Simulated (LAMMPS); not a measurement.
An MD run on a melt of Al (fcc) with 75 % of Al sites Cu, 2048 atoms, cooled from 1750 K to 300 K at 1e+14 K/s, at zero pressure.

Computed with classical MD, pair style eam/alloy, file AlCu.eam.alloy; code LAMMPS.

```
r (Å)  g(r), Al-Cu  g(r), Cu-Cu  g(r), Al-Al
-----  -----------  -----------  -----------
2.100        0.000        0.000        0.000
2.140        0.000        0.001        0.000
2.180        0.000        0.003        0.000
2.220        0.000        0.027        0.000
2.260        0.002        0.139        0.000
2.300        0.035        0.470        0.000
2.340        0.151         1.18        0.013
2.380        0.486         2.15        0.064
2.420         1.09         3.27        0.191
2.460         2.09         4.02        0.497
2.500         3.19         4.58        0.978
2.540         4.02         4.54         1.60
2.580         4.69         4.13         2.15
2.620         4.78         3.69         2.68
2.660         4.51         3.05         2.98
2.700         4.09         2.49         3.01
2.740         3.54         2.06         3.12
2.780         3.01         1.59         2.76
2.820         2.55         1.30         2.42
2.860         2.06         1.03         2.08
2.900         1.73        0.880         1.76
2.940         1.35        0.733         1.41
2.980         1.15        0.601         1.21
3.020        0.974        0.525         1.10
3.060        0.824        0.459        0.922
3.100        0.686        0.404        0.722
3.140        0.607        0.368        0.706
3.180        0.555        0.346        0.614
3.220        0.473        0.341        0.517
3.260        0.437        0.316        0.379
3.300        0.407        0.311        0.461
3.340        0.393        0.294        0.431
3.380        0.385        0.311        0.336
3.420        0.373        0.304        0.348
3.460        0.376        0.328        0.357
3.500        0.364        0.332        0.343
3.540        0.370        0.342        0.331
3.580        0.337        0.363        0.305
3.620        0.385        0.393        0.352
3.660        0.386        0.413        0.333
3.700        0.416        0.439        0.315
3.740        0.397        0.459        0.342
3.780        0.422        0.494        0.355
3.820        0.463        0.520        0.369
3.860        0.490        0.576        0.383
3.900        0.523        0.619        0.453
3.940        0.543        0.672        0.425
3.980        0.622        0.742        0.495
4.020        0.659        0.797        0.509
4.060        0.706        0.909        0.601
4.100        0.801        0.957        0.600
4.140        0.872         1.08        0.679
4.180        0.957         1.18        0.772
4.220         1.04         1.26        0.849
4.260         1.15         1.32        0.980
4.300         1.22         1.37         1.10
4.340         1.30         1.43         1.15
4.380         1.32         1.42         1.19
4.420         1.40         1.44         1.28
4.460         1.45         1.46         1.40
4.500         1.45         1.45         1.45
4.540         1.40         1.45         1.53
4.580         1.44         1.37         1.40
4.620         1.38         1.34         1.44
4.660         1.36         1.32         1.56
4.700         1.34         1.30         1.49
4.740         1.30         1.30         1.52
4.780         1.25         1.29         1.51
4.820         1.24         1.29         1.50
4.860         1.23         1.30         1.45
4.900         1.28         1.30         1.47
4.940         1.27         1.31         1.50
4.980         1.27         1.30         1.44
5.020         1.28         1.30         1.33
5.060         1.30         1.32         1.34
5.100         1.28         1.25         1.30
5.140         1.26         1.21         1.32
5.180         1.22         1.14         1.29
5.220         1.17         1.08         1.30
5.260         1.13         1.02         1.20
5.300         1.06        0.959         1.21
5.340         1.00        0.906         1.17
5.380        0.947        0.829         1.06
5.420        0.868        0.797         1.05
5.460        0.827        0.717        0.955
5.500        0.799        0.696        0.867
5.540        0.731        0.671        0.857
5.580        0.708        0.646        0.785
5.620        0.674        0.616        0.754
5.660        0.646        0.611        0.726
5.700        0.624        0.588        0.707
5.740        0.602        0.595        0.694
5.780        0.585        0.609        0.683
5.820        0.593        0.607        0.675
5.860        0.605        0.648        0.630
5.900        0.603        0.678        0.652
5.940        0.635        0.714        0.655
5.980        0.662        0.747        0.649
6.020        0.679        0.783        0.694
6.060        0.726        0.825        0.643
6.100        0.775        0.866        0.720
6.140        0.798        0.897        0.723
6.180        0.845        0.947        0.776
```

Read from the full data:
- state found: glass
- first peak of g(r), Al-Cu: 2.62 Å, height 4.8
- coordination number of Al by Cu: 11.0 (counted to 3.50 Å)
- coordination number of Cu by Al: 3.68 (counted to 3.50 Å)
- first peak of g(r), Cu-Cu: 2.53 Å, height 4.6
